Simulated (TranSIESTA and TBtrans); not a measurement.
System: (CH2)6 held by thiolate S between the apex atoms of two Al(100) rods. Leads: fcc Al rod along [100], layers of 5 and 4 atoms, a = 4.04 Å. Geometry: as built, not relaxed. Transport runs along z; the first 18 and the last 18 of the 89 atoms are the lead cells, repeated to infinity.

```xyz
89
Lattice="14.213 0.000 0.000 0.000 14.213 0.000 0.000 0.000 42.974" Properties=species:S:1:pos:R:3 pbc="F F T"
Al     7.107     7.107     0.000
Al     9.963     7.107     0.000
Al     7.107     9.963     0.000
Al     4.250     7.107     0.000
Al     7.107     4.250     0.000
Al     8.535     8.535     2.020
Al     5.678     8.535     2.020
Al     8.535     5.678     2.020
Al     5.678     5.678     2.020
Al     7.107     7.107     4.040
Al     9.963     7.107     4.040
Al     7.107     9.963     4.040
Al     4.250     7.107     4.040
Al     7.107     4.250     4.040
Al     8.535     8.535     6.060
Al     5.678     8.535     6.060
Al     8.535     5.678     6.060
Al     5.678     5.678     6.060
Al     7.107     7.107     8.080
Al     9.963     7.107     8.080
Al     7.107     9.963     8.080
Al     4.250     7.107     8.080
Al     7.107     4.250     8.080
Al     8.535     8.535    10.100
Al     5.678     8.535    10.100
Al     8.535     5.678    10.100
Al     5.678     5.678    10.100
Al     7.107     7.107    12.120
Al     9.963     7.107    12.120
Al     7.107     9.963    12.120
Al     4.250     7.107    12.120
Al     7.107     4.250    12.120
Al     8.535     8.535    14.140
Al     5.678     8.535    14.140
Al     8.535     5.678    14.140
Al     5.678     5.678    14.140
Al     7.107     7.107    16.160
S      8.355     5.972    17.723
C      7.387     6.621    19.121
C      7.643     8.122    19.294
C      6.761     8.750    20.385
C      7.175     8.322    21.801
C      6.353     9.069    22.861
C      6.762     8.682    24.286
S      6.232     6.987    24.690
H      7.693     6.069    20.033
H      6.308     6.432    18.930
H      8.716     8.296    19.527
H      7.419     8.635    18.334
H      5.695     8.487    20.206
H      6.853     9.856    20.303
H      8.255     8.542    21.952
H      7.016     7.230    21.918
H      5.270     8.863    22.718
H      6.512    10.162    22.739
H      6.278     9.378    25.003
H      7.863     8.768    24.409
Al     7.107     7.107    26.814
Al     8.535     8.535    28.834
Al     5.678     8.535    28.834
Al     8.535     5.678    28.834
Al     5.678     5.678    28.834
Al     7.107     7.107    30.854
Al     9.963     7.107    30.854
Al     7.107     9.963    30.854
Al     4.250     7.107    30.854
Al     7.107     4.250    30.854
Al     8.535     8.535    32.874
Al     5.678     8.535    32.874
Al     8.535     5.678    32.874
Al     5.678     5.678    32.874
Al     7.107     7.107    34.894
Al     9.963     7.107    34.894
Al     7.107     9.963    34.894
Al     4.250     7.107    34.894
Al     7.107     4.250    34.894
Al     8.535     8.535    36.914
Al     5.678     8.535    36.914
Al     8.535     5.678    36.914
Al     5.678     5.678    36.914
Al     7.107     7.107    38.934
Al     9.963     7.107    38.934
Al     7.107     9.963    38.934
Al     4.250     7.107    38.934
Al     7.107     4.250    38.934
Al     8.535     8.535    40.954
Al     5.678     8.535    40.954
Al     8.535     5.678    40.954
Al     5.678     5.678    40.954
```

Run with TranSIESTA and TBtrans (open boundaries, self-consistent; PseudoDojo norm-conserving potentials, scalar-relativistic): PAO.BasisSize SZP, PAO.EnergyShift 0.15 eV, XC.Authors PBE, Mesh.Cutoff 150 Ry, ElectronicTemperature 300 K, TBT.Elecs.Eta 0.001 eV, no spin polarisation.

Problem. Give the current of both spins against bias, self-consistently and from the zero-bias transmission integrated over the bias window.

Solution. 
```
V (V)  I self-consistent (μA)  I from the zero-bias T(E) (μA)
-----  ----------------------  ------------------------------
0.3                    0.0028                          0.0025
0.6                    0.0048                          0.0049
0.9                    0.0054                          0.0069
1.2                    0.0083                          0.0083
```

Positive bias raises the left lead's chemical potential. The energy step is 0.02 eV; narrower resonances are cut or missed.

The leads' channel count changes near 0.03 eV, within the thermal window, so values at the Fermi level hang on where that band edge falls. The saturated backbone isn't all-trans: 2 of its torsions are gauche. Semilocal functionals put molecular levels too close to the Fermi level and tend to overestimate such conductances.
